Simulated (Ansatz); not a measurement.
Tunnelling through a barrier is set by its complex band structure: the current falls as exp(−2κd) with the smallest κ.

Given:

```yaml
crystal:
  lattice:
    - [4.03179, 0.00000, 0.00000]
    - [-2.01590, 3.49164, 0.00000]
    - [0.00000, 0.00000, 16.76842]
  atoms:
    - { symbol: In, position: [0.33333, 0.66667, 0.33330] }
    - { symbol: In, position: [0.66667, 0.33333, 0.66670] }
    - { symbol: In, position: [0.66667, 0.33333, 0.83330] }
    - { symbol: In, position: [0.33333, 0.66667, 0.16670] }
    - { symbol: Se, position: [0.33333, 0.66667, 0.58995] }
    - { symbol: Se, position: [0.66667, 0.33333, 0.41005] }
    - { symbol: Se, position: [0.66667, 0.33333, 0.08995] }
    - { symbol: Se, position: [0.33333, 0.66667, 0.91005] }
```

Space group of this cell: P6_3/mmc. The cell was relaxed by PBE-D3(BJ).

Transport runs along the normal of the first two printed cell vectors, the (001) plane of the conventional cell.

No gap correction and no spin-orbit coupling; mid-gap values are interpolated between computed energies.

Question: Compute, with r2SCAN run with Ansatz (a program for electronic structure), the band gap and the smallest decay constant κ at mid-gap.

Answer: Gap 0.79 eV on a 12×12×2 mesh; κ = 0.062 1/Å, at the zone centre.
